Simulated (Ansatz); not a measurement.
Crystal: K2Os(Cl2O)2 (I4/mmm, not sure to be the ambient phase, 9 atoms a cell, 25.5 Å³ an atom, -2 GPa at this level); planes in its conventional cell.

All values below come from PBEsol (plane waves, PAW; Ansatz, a quantum-chemistry and plane-wave program).

The gap is the functional's own. No spin-orbit coupling. Mid-gap values are interpolated on the energy grid.

```tsv
plane	area of the cell (Å²)	mid-gap κ (1/Å)	largest κ in the gap (1/Å)
(110)	44.9	0.38	0.39
(101)	41.1	…	…
(100)	63.5	0.39	…
```

The slowest decay depends on the direction. Supply the withheld values.


- (101), mid-gap κ (1/Å): 0.42
- (101), largest κ in the gap (1/Å): 0.44
- (100), largest κ in the gap (1/Å): 0.42
